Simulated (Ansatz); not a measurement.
Thickness series in hypothetical CdI2 type CeO2

The parent structure is CeO$_{2}$ in the CdI2 type structure (space group P-3m1, No. 164; a hypothetical phase, not in the database extracts checked).

```xyz
3
Lattice="3.6017 0.0000 0.0000 -1.8008 3.1191 0.0000 0.0000 0.0000 4.5230" Properties=species:S:1:pos:R:3 pbc="T T T"
Ce     0.0000     0.0000     0.0000
O      0.0000     2.0794     0.9061
O      1.8008     1.0397     3.6169
```

Free-standing slabs (3 atom(s) a layer) normal to the stacking axis with 15 Å of vacuum; in-plane cell relaxed.

Calculations: plane-wave PAW DFT at the PBE-D3(BJ) level (Ansatz, a quantum-chemistry and plane-wave program, 420 eV), without spin-orbit coupling, earlier PAW set.

Notes on the quantities. excess energy per area of both faces: slab less bulk energy over the cell's area: twice a surface energy.

| variant | shortest interatomic distance | gap character | band gap | smallest direct gap | excess energy per area of both faces |
|---|---|---|---|---|---|
| base | 2.268 Å | – | 2.23 eV | 2.37 eV | – |
| 1 layer | 2.271 Å | indirect, K–Γ (40 % along) → Γ | 2.40 eV | 2.54 eV | 0.32 J/m² |
| 2 layers | 2.270 Å | indirect, K–Γ (33 % along) → Γ | 2.33 eV | 2.49 eV | 0.34 J/m² |
| 3 layers | 2.269 Å | indirect, k = (0.182, 0.455, 0) in the run's primitive reciprocal basis → Γ | 2.30 eV | 2.45 eV | 0.35 J/m² |
| 4 layers | 2.269 Å | indirect, k = (0, 0.364, 0) in the run's primitive reciprocal basis → Γ | 2.27 eV | 2.42 eV | 0.35 J/m² |

Slab and bulk use different k-meshes, which limits the precision of the excess energy. No phonon test of stability was made. Starting moments died away, wholly or in part, for the base; another magnetic solution may exist. The final runs are not spin-polarised.
